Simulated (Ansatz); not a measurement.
Results of PBE-D4 (PAW; Ansatz, a first-principles code) for AlB2-type TiB₂.

Numerical settings: plane-wave cutoff 520 eV, 24×24×18 k mesh (along the axes of the cell as run), Fermi–Dirac smearing 0.05 eV, no spin polarisation, scalar-relativistic PAW data made under PBE.

Shape and atoms are relaxed at each volume.

Pressure at four volumes; x = ln(V/8.293 Å³). One pressure is withheld.

```json
[
 {"V (Å³/atom)": "7.962", "x": "-0.0407", "P (GPa)": "11.66"},
 {"V (Å³/atom)": "8.293", "x": "0.0000", "P (GPa)": "0.00"},
 {"V (Å³/atom)": "8.459", "x": "0.0198", "P (GPa)": "-5.03"},
 {"V (Å³/atom)": "8.625", "x": "0.0393", "P (GPa)": "?"}
]
```

Task: Pass a parabola P(x) through the three rows shown, estimate the bulk modulus and its pressure derivative near zero pressure, and predict the withheld pressure.

Result: Slopes between the rows: (0.00 − (11.66))/(0.0000 − (-0.0407)) = -286.49 and (-5.03 − (0.00))/(0.0198 − (0.0000)) = -254.04 GPa. Their difference over the span 0.0605 is c = 32.45/0.0605 = 536.4 GPa, so P(x) = 11.66 + (-286.49)(x − (-0.0407)) + 536.4 (x − (-0.0407))(x − (0.0000)). At the middle row B = −dP/dx = −[-286.49 + 536.4 × 0.0407] = 264.7 GPa, and B′ = dB/dP = 2c/B = 4.1. At x = 0.0393 the parabola gives -9.57 GPa; the run gives -9.59 GPa. The Birch–Murnaghan fit to the energies at all volumes has B0 = 264 GPa and B′ = 3.9.

Measured, for comparison: bulk modulus 240 GPa (room temperature, not corrected to a static lattice, our sources range from 233 to 250; as tabulated in Synthesis of Binary Transition Metal Nitrides, Carbides and Borides from the …). Computed (rounded) less measured: bulk modulus +10 % (+6 % to +13 % over the range).

Note: the bulk modulus comes from volumes at which shape and atoms were relaxed.
